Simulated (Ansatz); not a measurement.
## MgO, response to strain

Base system: MgO in the rock salt structure (space group Fm-3m, No. 225; a = 4.2044 Å). Axes: x, y, z lie along the cube axes.

Strains are applied to the cell and any free atomic positions relax; under biaxial strain the out-of-plane vector relaxes too.

Calculations: r2SCAN in Ansatz (plane waves to 500 eV, PAW, spin-orbit coupling left out).

Notes on the quantities. in-plane stress: mean in-plane stress (compression positive); energy relative to the base: free energy F.

| variant | ratio −ε⊥/ε∥ | electron mass | in-plane stress | band gap | energy relative to the base |
|---|---|---|---|---|---|
| base | – | 0.36 mₑ (at Γ) | – | 5.68 eV | 0 meV/atom |
| biaxial strain −3.00 %, plane normal [001], relaxed out of plane | 0.66 | 0.35 mₑ out of plane, 0.39 mₑ in plane (at Γ) | +12.6 GPa | 6.04 eV | +20 meV/atom |
| biaxial strain −2.50 %, plane normal [001], relaxed out of plane | 0.65 | 0.35 mₑ out of plane, 0.39 mₑ in plane (at Γ) | +10.2 GPa | 5.98 eV | +14 meV/atom |
| biaxial strain −2.00 %, plane normal [001], relaxed out of plane | 0.64 | 0.35 mₑ out of plane, 0.38 mₑ in plane (at Γ) | +7.9 GPa | 5.92 eV | +8.7 meV/atom |
| biaxial strain −1.50 %, plane normal [001], relaxed out of plane | 0.63 | 0.36 mₑ out of plane, 0.38 mₑ in plane (at Γ) | +5.7 GPa | 5.86 eV | +4.8 meV/atom |
| biaxial strain −1.00 %, plane normal [001], relaxed out of plane | 0.63 | 0.37 mₑ (at Γ) | +3.7 GPa | 5.80 eV | +2.1 meV/atom |
| biaxial strain −0.50 %, plane normal [001], relaxed out of plane | – | – | +1.8 GPa | 5.74 eV | +0.5 meV/atom |

Masses are band curvatures over ±0.01 Å⁻¹ around the edge. Gaps are Kohn–Sham eigenvalue differences; semilocal functionals usually give less than the measured gap. Whether these cells are dynamically stable was not tested.

Ansatz is a first-principles code.
